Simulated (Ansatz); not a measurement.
Bond-angle distributions (per cent of the angles at each element, bins of 10°) of a relaxed model of amorphous Zr$_{20}$O$_{45}$Nb$_{2}$ at 5.23 g/cm³. Method: PBE, scalar-relativistic without spin-orbit coupling (plane waves to 420 eV, PAW; Ansatz, an electronic-structure program).

Preparation: random packing, a CHGNet melt and quench, and a DFT relaxation. O atoms were pushed apart under 1.9 Å during the dynamics, to hinder bonds among them. The hot cell started wider than the set density and was brought back towards it in steps. It is the lowest in DFT energy of 2 quenches. It is a model cell: composition and starting density were chosen by hand, and all elements were melted together. No dispersion term was used. Its density started from a set value of 5.23 and ended at 5.23 g/cm³. The simulated quench (nominally 300 K/ps over its main leg) is rapid and tends to freeze in more defects than a deposited or slowly cooled glass has. Values belong to this one cell and scatter from quench to quench. The volume was held where the preparation left it and the shape relaxed, at a PBE pressure of -2.8 GPa (tension). Stress components on the final sampling reach 2.8 GPa.

Neighbours within Zr-Zr 3.41 Å, Zr-O 2.82 Å, Zr-Nb 3.27 Å, O-O 1.58 Å, O-Nb 2.53 Å, Nb-Nb 3.12 Å count as bonded. Two cations that share two anions don't count as bonded, nor two that share one unless they lie closer than Zr-Zr 3.32 Å, Zr-Nb 3.18 Å, Nb-Nb 3.04 Å.

```tsv
angle (°)	at Zr	at O	at Nb
50-60	1	0	0
60-70	9	0	3
70-80	22	0	28
80-90	14	4	22
90-100	13	23	6
100-110	5	29	11
110-120	7	15	0
120-130	5	10	6
130-140	9	7	8
140-150	5	6	11
150-160	4	5	3
160-170	4	1	0
170-180	1	0	3
```

They go with these counts of neighbours within the cut-offs, cation contacts included: Zr mean 6.7, most often 7; O mean 3.2, most often 3; Nb mean 6.5, most often 7.
